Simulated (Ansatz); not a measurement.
SrZn2N2 (I4/mcm), r2SCAN, rigid bands (Ansatz, an electronic-structure program). Condition of this run: functional r2SCAN on the same cell. Band gap 0.87 eV, N_c = 1.66e18 cm⁻³ and N_v = 6.61e19 cm⁻³ at 300 K, conductivity masses along y (a = (-3.26, 3.26, 3.60) Å; b = (3.26, -3.26, 3.60) Å; c = (3.26, 3.26, -3.60) Å) of 0.128 mₑ (electrons) and 0.500 mₑ (holes). Take k_BT = 0.02585 eV.

Problem. Find the intrinsic carrier density and the intrinsic Fermi level.

Solution. n_i = √(N_c N_v) exp(−E_g/2k_BT) = 1.05e19 × exp(−16.83) = 5.2e11 cm⁻³. The level lies (k_BT/2) ln(N_v/N_c) = 48 meV from mid-gap (positive towards the conduction band). Each 0.1 eV added to the gap lowers n_i by a factor of 6.9.

Problem. What thermal injection velocity √(2k_BT/πm) limits a ballistic channel along the direction named?

Solution. 1.50e7 cm/s for electrons and 7.61e6 cm/s for holes, a ratio of √(m_h/m_e) = 1.98, for dilute carriers.

Problem. What built-in voltage has an abrupt junction with N_A = 1e16 and N_D = 1e17 cm⁻³, all dopants ionised?

Solution. V_bi = E_g/e − (k_BT/e) ln(N_c N_v/(N_A N_D)) = 0.87 − 0.02585 × 11.61 = 0.57 V, for the computed gap.

Rigid bands with the computed gap; masses take one relaxation time for all states. Spin-orbit coupling is left out; where it splits the top of the valence band, N_v and the p-type Seebeck coefficient come out somewhat high without it. Geometry: cell and atoms relaxed with PBEsol.

Computed structure with no diffraction record at hand here (it may be known, metastable or hypothetical): SrZn2N2 (I4/mcm).
